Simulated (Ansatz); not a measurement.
The reference is HfS2 in the CdI2 type structure (space group P-3m1, No. 164; a = 3.6057 Å, c = 5.7676 Å; layered, stacked along the Cartesian z axis).

Now apply this change: a free-standing slab of 3 layers (9 atoms, 3 a layer) is cut normal to the stacking axis, with 15 Å of vacuum and the in-plane cell relaxed.

Levels (all Ansatz, a program for electronic structure, PAW): PBE-D3(BJ) (420 eV, without spin-orbit coupling); PBE+SOC (420 eV, with spin-orbit coupling).

The geometry is relaxed with PBE-D3(BJ).

| Item | Result |
|---|---|
| PBE-D3(BJ) band gap | 1.09 eV |
| PBE-D3(BJ) valence-band top at Γ | 0.00, 0.00, -0.05 eV |
| PBE-D3(BJ) width of the top valence band | 1.67 eV |

**Question.** What does PBE+SOC give at this geometry for the band gap, valence-band top at Γ and width of the top valence band?

**Answer.** The band gap falls by 0.06 eV (1.09 eV → 1.03 eV); the valence-band top at Γ (three highest Kramers pairs, from the VBM) changes from 0.00, 0.00, -0.05 eV to 0.00, -0.05, -0.10 eV; the width of the top valence band rises by 0.050 eV to 1.71 eV.

Single points use the geometry relaxed with PBE-D3(BJ). The spin-orbit shifts are approximate. Spin-orbit coupling, missing from the scalar runs, can matter with Hf. No phonon test of stability was made.
